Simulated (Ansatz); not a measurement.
The starting structures come from a database of crystals and need not be the phases stable at ambient conditions.

Data:

```
HgRb2SnTe4
1.0
    7.50551     0.00000     0.00000
    0.00000     8.93975     0.00000
    3.75276    -4.46988     4.46988
Rb Sn Hg Te
2 1 1 4
Direct
  0.00000   0.50000   0.00000
  0.50000   0.50000   0.00000
  0.50000   0.00000   0.00000
  0.00000   0.00000   0.00000
  0.09346   0.33838   0.33838
  0.56816   0.00000   0.33838
  0.43184   0.66162   0.66162
  0.90654   0.00000   0.66162
```

Space group of this cell: I-42m. The cell is taken as given.

Transport runs along the normal of the first two printed cell vectors, the (100) plane of the conventional cell.

The gap is the functional's own, uncorrected, and κ follows it; spin-orbit coupling is left out. Mid-gap values are interpolated between the computed energies.

Question: Give the band gap and the smallest decay constant κ at mid-gap that r2SCAN (Ansatz, a program for electronic structure) yields.

Answer: Gap 0.91 eV on a 8×8×8 mesh; κ = 0.165 1/Å, at the zone centre.
